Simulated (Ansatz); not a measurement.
The reference is CeO2 in the fluorite structure (space group Fm-3m, No. 225).

Space group Fm-3m (No. 225); a = 5.464 Å, b = 5.464 Å, c = 5.464 Å, α = 90.00°, β = 90.00°, γ = 90.00°

| atom | site | symmetry | x | y | z |
|---|---|---|---|---|---|
| Ce | 4a | m-3m | 0.0000 | 0.0000 | 0.0000 |
| O | 8c | -43m | 0.2500 | 0.2500 | 0.2500 |
(The calculation used a cell of 3 atoms; values per cell refer to that cell.)

Calculations: Ansatz (an electronic-structure program) PBE, no SOC, earlier PAW set.

For the base:

* **Band gap**: 1.87 eV
* **Smallest direct gap**: 1.95 eV
* **Lattice parameter a**: 5.464 Å

Modification: a hydrostatic pressure of 0.9 GPa.

Problem. What does the calculation give for the band gap, smallest direct gap and lattice parameter a after the change?

Solution. The band gap increases by 0.01 eV (1.87 eV → 1.88 eV); the smallest direct gap rises by 0.016 eV, from 1.95 eV to 1.96 eV; the lattice parameter a falls by 0.009 Å (5.464 Å → 5.455 Å).

Load acts through the strain it causes; cell and atoms are relaxed under it. Whether these cells are dynamically stable was not tested. Seeded moments were not kept for the base. All final runs are without spin polarisation.
